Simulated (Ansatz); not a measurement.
The cell is made up: elements placed on another compound's structure type, so the phase may be hypothetical.

Inside the gap of an insulator the Bloch states are evanescent, with a wavenumber k + iκ along the transport direction.

Input:

```xyz
8
Lattice="3.6377 0.0000 0.0000 0.0000 6.1979 0.0000 0.0000 0.0000 6.1979" Properties=species:S:1:pos:R:3 pbc="T T T"
Be     0.0000     4.1450     2.0529
Be     0.0000     2.0529     4.1450
Be     1.8188     5.1518     5.1518
Be     1.8188     1.0460     1.0460
Se     0.0000     1.9115     1.9115
Se     0.0000     4.2863     4.2863
Se     1.8188     5.0104     1.1874
Se     1.8188     1.1874     5.0104
```

Space group of this cell: P4_2/mnm. The cell was relaxed by PBE-D3(BJ); by PBEsol its mean pressure is 0.9 GPa.

Transport runs along the normal of the first two printed cell vectors.

The gap is the functional's own. No spin-orbit coupling. Mid-gap values are interpolated on the energy grid.

Task: Estimate the band gap and the smallest decay constant κ at mid-gap that PBEsol run with Ansatz (a quantum-chemistry and plane-wave program) returns for this system.

Result: Gap 2.76 eV on a 8×6×6 mesh; κ = 0.221 1/Å, at the zone centre.
